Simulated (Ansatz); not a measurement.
## A computed series for Ta: response to strain

The reference is Ta in the bcc (W type) structure (space group Im-3m, No. 229; a = 3.282 Å; relaxed with 0.1 eV smearing). Axes: x, y, z lie along the cube axes.

Strains are applied to the cell and any free atomic positions relax; under stress the whole cell relaxes.

The values are results of Kohn–Sham DFT with the PBEsol functional, run in Ansatz (a first-principles code) with PAW and 420 eV plane waves, no spin-orbit coupling, earlier PAW set, not measurements.

Candidates:
(a) isotropic strain +3.24 %
(b) uniaxial stress, 1 GPa tension along z
(c) uniaxial stress, 3 GPa tension along x
(d) isotropic strain +2.04 %

Notes on the quantities. energy relative to the base: free energy F.

Order them by energy relative to the base, highest first.

(a) isotropic strain +3.24 % (+99 meV/atom), (d) isotropic strain +2.04 % (+40 meV/atom), (c) uniaxial stress, 3 GPa tension along x (+3.2 meV/atom), (b) uniaxial stress, 1 GPa tension along z (+0.3 meV/atom)

Stability under load was not tested beyond the relaxation. The final runs are not spin-polarised.
